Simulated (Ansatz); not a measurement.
Defect migration in rock-salt TiN: Cu-vacancy pair (Cu on one host Ti site, one Ti site vacant), neutral cell. The step: Cu and the vacancy change places (Cu-vacancy distance between ideal sites 3.00 Å throughout); the atom moves 1.84 Å along (0.00, 0.31, 0.31) of the unit cell; the moving atom starts with neighbours 2 N at 1.91, 2 N at 2.23 Å and ends with 2 N at 1.91, 2 N at 2.23 Å. A PBE band in Ansatz (plane-wave PAW, a 3×3×3 k-point mesh shifted by half a step, 64 host sites, 22 SCF runs with any check of the saddle's order, static, no finite-size correction) gives a forward barrier of 0.26 eV. The saddle point's order was not checked, and it lies on a symmetry element of the cell, where a band can be held. Forms of the defect that were not tried may lie lower.

Single points at the band's start and saddle point can refine it. Rough cost of one point, in units of the band's mean SCF on the same machine:

| Level | Cost of one point |
|---|---|
| PBE, a 4×4×4 k-point mesh shifted by half a step | under 2 |
| r2SCAN at 500 eV, a 3×3×3 k-point mesh shifted by half a step | under 2 |

Q: Which of these move the barrier by more than 0.1 eV, and how far does each move it?

A: Not one does. PBE, a 4×4×4 k-point mesh shifted by half a step: 0.00 eV; r2SCAN at 500 eV, a 3×3×3 k-point mesh shifted by half a step: -0.02 eV. Each functional is compared with PBE at the same k-points.

Ansatz is a first-principles code.
